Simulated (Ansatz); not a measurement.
Results of PBE-D3(BJ) (plane waves, PAW; Ansatz, a quantum-chemistry and plane-wave program) for AlB2-type HfB₂.

Run with plane-wave cutoff 500 eV, 18×18×12 k mesh (along the axes of the cell as run), Fermi–Dirac smearing 0.05 eV, scalar-relativistic PAW data made under PBE.

Computed at the level's own relaxed cell.

Q: Estimate the volume per atom, equilibrium lattice constant a and lattice parameter c that the calculation returns.

A: 
- volume per atom = 9.72 Å³/atom
- equilibrium lattice constant a = 3.122 Å
- lattice parameter c = 3.455 Å

Measured, for comparison: equilibrium volume per atom 9.91 Å³/atom (room temperature, not corrected to a static lattice; as tabulated in Burrage et al. (2022), doi:10.3390/ma15082762); lattice constant a 3.14 Å, lattice parameter c 3.48 Å (temperature not stated, copied from a table, unchecked, not corrected to a static lattice; as tabulated in Journal of Nuclear Materials 21, 14 (1967)). Computed (rounded) less measured: equilibrium volume per atom -1.9 %, lattice constant a not scored (unchecked), lattice parameter c not scored (unchecked). A static lattice is as a rule a little smaller and stiffer than an uncorrected measurement, which narrows the difference in the equilibrium volume per atom, lattice constant a, lattice parameter c and would widen misses of the other sign.

Spin–orbit coupling is not included.

Computed values are for the static lattice.

Computing time: roughly 70 core-seconds.
